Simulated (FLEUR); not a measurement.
FLEUR run on LaPb3 (Pm-3m, 4 atoms in the cell): self-consistent single point.

Method of the run: LDA (Perdew-Zunger), all-electron FLAPW (FLEUR), scalar-relativistic valence run with FLEUR.

The change in words: lattice scaled by 0.98. Reference geometry:
```xyz
4
Lattice="4.9295 0.0000 0.0000 0.0000 4.9295 0.0000 0.0000 0.0000 4.9295" Properties=species:S:1:pos:R:3 pbc="T T T"
La     0.0000     0.0000     0.0000
Pb     0.0000     2.4648     2.4648
Pb     2.4648     0.0000     2.4648
Pb     2.4648     2.4648     0.0000
```

Reference input (self-consistent single point, DFT, LDA (Perdew-Zunger), all-electron FLAPW (FLEUR), scalar-relativistic valence): Kmax = 3.8 1/bohr; GmaxXC = 11.4 1/bohr; xcFunctional = pz; jspins = 1; l_soc = F; mode = gauss; fermiSmearingEnergy = 0.00499791 Htr; mesh (inpgen div1-3) = 7 7 7; inpgen gamma flag = false; Gmax = 11.4 1/bohr; numbands = 0; maxIterBroyd = 40. This run's input differs from it in these lines:

```diff
@@ -3,5 +3,5 @@
 &input film=f /
-9.3154351670 0.0000000000 0.0000000000
-0.0000000000 9.3154351670 0.0000000000
-0.0000000000 0.0000000000 9.3154351670
+9.1291270683 0.0000000000 0.0000000000
+0.0000000000 9.1291270683 0.0000000000
+0.0000000000 0.0000000000 9.1291270683
 1.0
@@ -46,5 +46,5 @@
          <bravaisMatrix>
-            <row-1>    9.3154351670000004     0.0000000000000000     0.0000000000000000</row-1>
-            <row-2>    0.0000000000000000     9.3154351670000004     0.0000000000000000</row-2>
-            <row-3>    0.0000000000000000     0.0000000000000000     9.3154351670000004</row-3>
+            <row-1>    9.1291270683000008     0.0000000000000000     0.0000000000000000</row-1>
+            <row-2>    0.0000000000000000     9.1291270683000008     0.0000000000000000</row-2>
+            <row-3>    0.0000000000000000     0.0000000000000000     9.1291270683000008</row-3>
          </bravaisMatrix>
```

The program printed (abridged):

```
 Iteration:     1   Distance:       6.60528260 me/bohr^3
 Iteration:     2   Distance:       5.94216109 me/bohr^3
 Iteration:     3   Distance:       3.47985042 me/bohr^3
 Iteration:     4   Distance:       2.25040745 me/bohr^3
 Iteration:     5   Distance:       0.58426984 me/bohr^3
   [... 7 lines left out ...]
 Iteration:    13   Distance:       0.00013011 me/bohr^3
 Iteration:    14   Distance:       0.00009959 me/bohr^3
 Iteration:    15   Distance:       0.00001947 me/bohr^3
 Iteration:    16   Distance:       0.00000638 me/bohr^3
 Run finished successfully
 Stop message:
   Structural relaxation: Done

[file out, last iteration]
             iter=     17
[...]
          total density-effective poten   -1.2614997043E+05
          total charge density-energy d   -1.3348373561E+03
 Updated energy parameters for spin:           1
[...]
 fermi energy and band-weighting factors:
    0.562642

[...]
FERMIE:
          first approx. to ef    (T=0)  :   0.358682 htr   (energy of the highest occ. eigenvalue)
          number of occ. states  (T=0)  :        526
          first approx. to seigv (T=0)  :  -7.967854 htr
          sum of weights of occ. states :  26.510204
          sum of semicore charge        :   0.000000 e
          fermi energy=   0.36019 har   work function=  -9.80130 ev
          number of valence electrons=  53.00000
   [... lines left out ...]
          total moment                 =     0.00000
 Direct bandgap for spin            1 :    1.7177527339802268E-002  Htr
 ---->    free energy=                    -71243.5988670092 htr
   [... lines left out ...]
      extrapolation for T->0
 ---->    total electron energy=          -71243.5988670092 htr
 ***** TOTAL FORCES ON ATOMS *****
 TOTAL FORCE FOR ATOM TYPE=  1  X=  0.000   Y=  0.000   Z=  0.000
                       FX_TOT= 0.000000 FY_TOT= 0.000000 FZ_TOT= 0.000000
 TOTAL FORCE FOR ATOM TYPE=  2  X=  0.000   Y=  4.565   Z=  4.565
                       FX_TOT= 0.000000 FY_TOT= 0.000000 FZ_TOT= 0.000000
 Structural relaxation: Done
```

The run converged in 16 iterations. FLEUR gives forces in its relaxation mode, with a further iteration, so its stop message speaks of a relaxation. Against the reference run the total energy goes down by 17.1 meV/atom.

The starting cell comes from a database of computed structures (which also holds hypothetical and non-ambient phases and stackings), without a prior relaxation at this level. Its lattice was rescaled by a random factor within 2.5 % of one. For this run, on top of that: lattice scaled by 0.98. Spin-orbit coupling is off. Values depend on the basis (sphere radii, cutoffs, local orbitals), which need not be converged. The log's line on a gap gives a spacing of levels on this mesh, which the program prints for metals too.

Cost on one core of a shared machine: roughly 60 s.
